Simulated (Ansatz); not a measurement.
**Ta: biaxial strain −0.50 %, plane normal [001], relaxed out of plane**

Base system: Ta in the bcc (W type) structure (space group Im-3m, No. 229; a = 3.2541 Å; relaxed with 0.1 eV smearing). Axes: x, y, z lie along the cube axes.

It is then changed as follows: biaxial strain −0.50 %, plane normal [001], relaxed out of plane (Cartesian); in-plane vectors clamped, the third vector and the atoms free.

Method: DFT with LDA, PAW potentials and a 420 eV plane-wave cutoff in Ansatz (a first-principles code), no spin-orbit coupling. Γ-centred 28×28×28 mesh, Fermi–Dirac width 0.1 eV.

```csv
quantity,base,changed,shift
space group,Im-3m (No. 229),I4/mmm (No. 139),–
shortest interatomic distance,2.818 Å,2.814 Å,-0.004 Å
energy relative to the base (free energy F),0 meV/atom,+0.7 meV/atom,+0.7 meV/atom
"pressure (mean of the normal stresses, compression positive)",0.0 GPa,0.9 GPa,+0.9 GPa
band gap,zero,zero,–
out-of-plane strain,–,+0.58 %,–
mean in-plane stress (compression positive),–,+1.4 GPa,–
```

Final structure (turned so that z lies along the plane normal):

```yaml
crystal:
  lattice:
    - [3.23779, 0.00000, 0.00000]
    - [0.00000, 3.23779, 0.00000]
    - [1.61889, -1.61889, 1.63654]
  atoms:
    - { symbol: Ta, position: [0.00000, 0.00000, 0.00000] }
```

Whether these cells are dynamically stable was not tested. All final runs are without spin polarisation.
